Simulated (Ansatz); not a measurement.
# Effective masses and thermopower of Ga₂AsP (R3m)

```
CELL_PARAMETERS angstrom
      1.96118     1.13229     6.40743
     -1.96118     1.13229     6.40743
      0.00000    -2.26457     6.40743
ATOMIC_POSITIONS crystal
  Ga 0.99750 0.99750 0.99750
  Ga 0.50257 0.50257 0.50257
  P  0.62512 0.62512 0.62512
  As 0.12482 0.12482 0.12482
```

Method: PBEsol, rigid bands (plane waves, PAW, scalar-relativistic; Ansatz, a first-principles code). Geometry: cell and atoms relaxed with PBEsol.

| Quantity | Value |
|---|---|
| band gap | 0.96 eV |
| electron conductivity mass (300 K, dilute) | 0.095 (x), 0.095 (y), 0.133 (z) mₑ |
| effective density of states N_c (300 K) | 7.5e17 cm⁻³ |
| density-of-states mass, electrons | 0.096 mₑ |
| Seebeck coefficient, n-type 1e19 cm⁻³, 300 K | -141 μV/K |

Rigid bands; masses and Seebeck coefficients take one relaxation time τ for all states and one kind of carrier; polarons and phonon drag are left out. Spin-orbit coupling is left out.

Computed structure, not matched to a measured one here, so possibly hypothetical: Ga2AsP (R3m).
